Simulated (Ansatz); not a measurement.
**Mg2Ge under a change: uniaxial strain ε_zz = +1.50 %**

The reference is Mg₂Ge in the anti-fluorite structure (space group Fm-3m, No. 225; a = 6.3644 Å). Axes: x, y, z lie along the cube axes.

It is then changed as follows: the cell is stretched by 1.50 % along z with no lateral relaxation; the atoms relax in the strained cell.

Level of theory: plane-wave PAW DFT at the PBEsol level (Ansatz, a first-principles code, 420 eV), no SOC. Settings: 13×13×13 k-points, 0.05 eV Fermi–Dirac smearing.

The space group goes from Fm-3m (No. 225) to I4/mmm (No. 139) and the energy rises by 1.7 meV/atom. The pressure (mean of the normal stresses, compression positive) goes from zero to -0.75 GPa and the band gap falls by 0.03 eV, from 0.08 eV to 0.05 eV. The gap character is indirect, Γ → X and the smallest direct gap decreases by 0.11 eV (1.03 eV → 0.92 eV). The electron mass changes from 0.55 mₑ along k, 0.18 mₑ across (at X) to 0.54 mₑ along k, 0.18 mₑ across (at X) and the valence-band top at Γ (three highest levels, from the VBM) changes from 0.00, 0.00, 0.00 eV to 0.00, 0.00, -0.07 eV. The valley order (the lowest conduction-band minima on the path, energy above the VBM, named in the base's zone) goes from X along ⟨100⟩ 0.08 eV; Γ 1.03 eV; L along ⟨111⟩ 1.03 eV to X along [100] 0.05 eV; X along [001] 0.12 eV; Γ 0.92 eV; L along [1-11] 0.94 eV and the stress (xx, yy, zz, yz, xz, xy; compression positive) comes out as (-0.32, -0.32, -1.63, 0.00, 0.00, 0.00) GPa.

Final structure:

```xyz
3
Lattice="0.0000 3.1822 3.2299 3.1822 0.0000 3.2299 3.1822 3.1822 0.0000" Properties=species:S:1:pos:R:3 pbc="T T T"
Mg     1.5911     1.5911     1.6150
Mg     4.7733     4.7733     4.8449
Ge     0.0000     0.0000     0.0000
```

Effective masses come from finite differences of ±0.01 Å⁻¹. Along k means along the line from Γ to the band edge. No phonon test of stability was made. A zero or small gap of Mg2Ge can be the functional's error rather than a property of the material. Labels are those of the standard path for the cell's own space group.
